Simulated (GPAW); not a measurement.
GPAW run on PdAu3 (I4mm, 4 atoms in the cell): self-consistent single point.

Computed with LDA (Perdew-Wang 92), GPAW PAW datasets LDA (gpaw-data 1.0.1) (plane waves; GPAW).

```
CELL_PARAMETERS angstrom
     -2.06286     2.06286     4.02266
      2.06286    -2.06286     4.02266
      2.06286     2.06286    -4.02266
ATOMIC_POSITIONS crystal
  Pd 0.00622 0.00622 0.00000
  Au 0.75000 0.25000 0.50000
  Au 0.25000 0.75000 0.50000
  Au 0.50000 0.50000 0.00000
```

Reference input (self-consistent single point, DFT LDA (Perdew-Wang 92), plane waves, GPAW PAW datasets LDA (gpaw-data 1.0.1)): mode = pw; ecut = 550 eV; xc = LDA; kpts = 5 5 5; mesh shift (steps) = 0 0 0; occupations.name = fermi-dirac; occupations.width = 0.1 eV; nbands = -8; convergence.density = 1e-05 e/electron; symmetry.symmorphic = false; symmetry.tolerance = 0.0005; maxiter = 120. This run's input differs from it in these lines:

```diff
@@ -2,3 +2,3 @@
 from ase.units import GPa
-from gpaw import GPAW, PW, FermiDirac
+from gpaw import GPAW, PW
 
@@ -16,4 +16,4 @@
             xc='LDA',
-            kpts=(5, 5, 5),
-            occupations=FermiDirac(0.1),
+            kpts={'size': (8, 8, 8), 'gamma': True},
+            occupations={'name': 'methfessel-paxton', 'width': 1.0, 'order': 0},
             nbands=-8,
```

Output (repeated stretches shortened):

```
     iter     time        total  log10-change:
                         energy   eigst   dens
iter:   1 --:--:--   -21.025514
iter:   2 --:--:--   -20.095937   -1.50  -1.23
iter:   3 --:--:--   -18.931263   -0.99  -1.28
iter:   4 --:--:--   -18.623656   -1.59  -1.55
iter:   5 --:--:--   -18.461297   -1.97  -1.85
iter:   6 --:--:--   -18.461903   -2.17  -2.17
iter:   7 --:--:--   -18.410844   -2.28  -2.35
iter:   8 --:--:--   -18.406551   -3.78  -2.66
iter:   9 --:--:--   -18.396046c  -3.65  -2.80
iter:  10 --:--:--   -18.396479c  -5.37  -3.28
iter:  11 --:--:--   -18.396723c  -5.75  -3.26
iter:  12 --:--:--   -18.397771c  -4.76  -3.32
iter:  13 --:--:--   -18.398172c  -5.68  -3.66
   [... 2 lines left out ...]
iter:  16 --:--:--   -18.399294c  -6.10  -3.80
iter:  17 --:--:--   -18.398941c  -6.15  -4.05
iter:  18 --:--:--   -18.398698c  -6.49  -4.25
iter:  19 --:--:--   -18.398647c  -7.23  -4.33
iter:  20 --:--:--   -18.398613c  -7.53c -4.38
iter:  21 --:--:--   -18.398612c  -7.73c -4.44
iter:  22 --:--:--   -18.398705c  -7.48c -4.48
iter:  23 --:--:--   -18.398741c  -8.07c -4.51
iter:  24 --:--:--   -18.398750c  -6.97  -4.55
iter:  25 --:--:--   -18.398745c  -8.50c -5.00c
Converged after 25 iterations.

Dipole moment: (0.000000, -0.000000, -1.061533) |e|*Ang

Energy contributions relative to reference atoms: (reference = -1686038.796904)

Kinetic:        -42.869631
Potential:      +32.463634
External:        +0.000000
XC:              -7.727743
Entropy (-ST):   -0.954480
Local:           +0.212235
SIC:             +0.000000
--------------------------
Free energy:    -18.875985
Extrapolated:   -18.398745

Showing only first 2 kpts
 Kpt  Band  Eigenvalues  Occupancy
  0    22      7.85625    1.83407
  0    23      8.09409    1.70585
  0    24     10.70085    0.00835
  0    25     13.61637    0.00000

  1    22      7.77189    1.86760
  1    23      7.83855    1.84159
  1    24     11.88262    0.00002
  1    25     12.61519    0.00000

Fermi level: 8.83589

No gap
No difference between direct/indirect transitions
Energy (eV): -18.398745

Forces in eV/Ang:
  0 Pd    0.00000    0.00000   -0.25776
  1 Au    0.00000    0.00000    0.15105
  2 Au    0.00000    0.00000    0.15105
  3 Au    0.00000    0.00000   -0.04448

Stress tensor:
     0.055279     0.000000    -0.000000
     0.000000     0.055279     0.000000
    -0.000000     0.000000     0.052403
Stress (GPa, Voigt): [ 8.8567  8.8567  8.3958  0.     -0.      0.    ]
```

The run converged in 25 iterations. GPAW prints stress with tension positive. Against the reference run the free energy goes down by 96.2 meV/atom, the pressure goes from -9.70 to -8.70 GPa and the largest force goes from 0.271 to 0.258 eV/Å.

The starting cell comes from a database of computed structures (which also holds hypothetical and non-ambient phases and stackings), without a prior relaxation at this level. Its lattice was rescaled by up to half a per cent. One atom was moved a little off its site on purpose. Spin polarisation is off. With a pressure of about -9 GPa the cell is away from its equilibrium volume at this level.

Cost on one core of a shared machine: roughly 2 min.
